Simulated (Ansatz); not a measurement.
Base system: AlRu in the CsCl type structure (space group Pm-3m, No. 221; relaxed with 0.1 eV smearing).

```
CELL_PARAMETERS angstrom
      2.97703     0.00000     0.00000
      0.00000     2.97703     0.00000
      0.00000     0.00000     2.97703
ATOMIC_POSITIONS crystal
  Al 0.50000 0.50000 0.50000
  Ru 0.00000 0.00000 0.00000
```

Cartesian axes are those of the cell as printed.

Level of theory: PBEsol/PAW in Ansatz (a quantum-chemistry and plane-wave program), spin-orbit coupling left out.

One thing is altered: an isotropic linear strain of +1.50 %, atoms relaxed at fixed cell.

Question: Predict the stress tensor and what it implies for the stiffness.

Answer: Stress of the strained cell less that of the base (GPa, compression positive):
```
   -8.9     0.0     0.0
    0.0    -8.9     0.0
    0.0     0.0    -8.9
```

Then B = −ΔP/(ΔV/V₀) with ΔV/V₀ = 0.0457 gives secant stiffness values (nonlinear terms included at this strain): B ≈ 194 GPa.

As a check, the harmonic strain energy −½ V₀ Δσ:ε is 16 meV/atom; the computed energy rise is 17 meV/atom.

Whether these cells are dynamically stable was not tested. All final runs are without spin polarisation.
